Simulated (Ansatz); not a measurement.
Pressure series in TiO2

Consider TiO2 in the rutile structure (space group P4_2/mnm, No. 136; a = 4.591 Å, c = 2.939 Å).

Cell and atoms are relaxed at each pressure.

Computed with PBEsol/PAW in Ansatz (a first-principles code), no spin-orbit coupling.

```tsv
variant	band gap	shortest interatomic distance
base	1.87 eV	1.942 Å
pressure −2 GPa	1.87 eV	1.946 Å
pressure −1 GPa	1.87 eV	1.944 Å
pressure 3 GPa	1.88 eV	___
pressure 7 GPa	1.89 eV	1.930 Å
pressure 15 GPa	1.93 eV	1.917 Å
pressure 30 GPa	___	1.881 Å
pressure 50 GPa	2.10 eV	1.841 Å
pressure 75 GPa	2.21 eV	___
pressure 100 GPa	___	1.772 Å
```

Q: Some entries are withheld; estimate them.

A: 
- pressure 3 GPa, shortest interatomic distance: 1.937 Å
- pressure 30 GPa, band gap: 2.00 eV
- pressure 75 GPa, shortest interatomic distance: 1.803 Å
- pressure 100 GPa, band gap: 2.32 eV

Load acts through the strain it causes; cell and atoms are relaxed under it. Stability against distortions was not tested. No other phases were tried under pressure. All final runs are without spin polarisation.
